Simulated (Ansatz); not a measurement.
## bcc Eu

Computed with BLYP (PAW; Ansatz, a program for electronic structure).

Numerical settings: plane-wave cutoff 520 eV, 18×18×18 k mesh, Fermi–Dirac smearing 0.05 eV, spin-polarised with parallel moments, scalar-relativistic PAW data made under PBE.

Cell: measured lattice: a = b = c = 4.582 Å, α = β = γ = 90.00°.

| Item | Result |
|---|---|
| band gap | zero (no gap) |
| magnetic moment per atom (the cell's total over its atoms) | 7.20 μB |

Note: the 4f shell is treated without U or exact exchange, so its levels and filling can be wrong; the collinear magnetic order is the start's and need not be the measured one; cell and atoms aren't relaxed at this level (pressure -0.9 GPa).

Moments are spin moments.

Spin–orbit coupling is not included.

The computed numbers hold no vibrational or temperature effects.

Computing time: roughly 24 core-seconds.
